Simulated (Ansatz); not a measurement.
Consider InAs in the zinc blende structure (space group F-43m, No. 216; a = 6.108 Å).

The values are results of plane-wave PAW DFT at the r2SCAN level (Ansatz, an electronic-structure program, 500 eV), without spin-orbit coupling, earlier PAW set, not measurements.

Base values:

| Item | Value |
|---|---|
| Band gap | 0.08 eV |
| Lattice parameter a | 6.108 Å |

Now apply this change: every As is replaced by Bi; the structure is relaxed again.

Tabulated Pauling electronegativity and covalent radius: As 2.18, 1.19 Å; Bi 2.02, 1.48 Å.

### Question
Estimate the effect on the band gap.

### Answer
The band gap becomes zero (base: 0.08 eV).

### Question
Estimate the effect on the lattice parameter a.

### Answer
The lattice parameter a goes up by 0.6501 Å to 6.759 Å.

With Bi present, leaving out spin-orbit coupling can change the band edges. No phonon test of stability was made. For InBi in this form, whether it has been made was not checked. A zero or small gap of InAs can be the functional's error rather than a property of the material.
